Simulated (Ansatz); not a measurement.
Functionals compared on a constructed model of the (0001) surface of hcp Mg, a pseudomorphic layer of Ir in the host's stacking (bottom of the slab: a bare face, its two planes held), in Ansatz (plane waves, PAW). The structure was relaxed with PBE; the other rows are single points on it. Cutoff 420 eV (500 eV for r2SCAN).

Slab: 7 atoms, 15.2 Å thick at the start; k 13x13x1, smearing 0.1 eV, dipole-corrected; 2 atoms held, the rest relaxed; start symmetry kept, larger cells not searched; no spin, no spin-orbit, no U. It is one candidate, not shown to be the stable structure of the face. These notes are the PBE run's.

| functional | work function of the top face (eV) | rough cost of the single point |
|---|---|---|
| PBE | 5.27 | – |
| RPBE | ? | about 7 core-seconds (a rough figure) |
| r2SCAN | 5.23 | about 16 core-seconds (a rough figure) |

Q: What belongs in the gaps?

A: 
- RPBE, work function of the top face (eV): 5.10

Ansatz is a program for electronic structure.
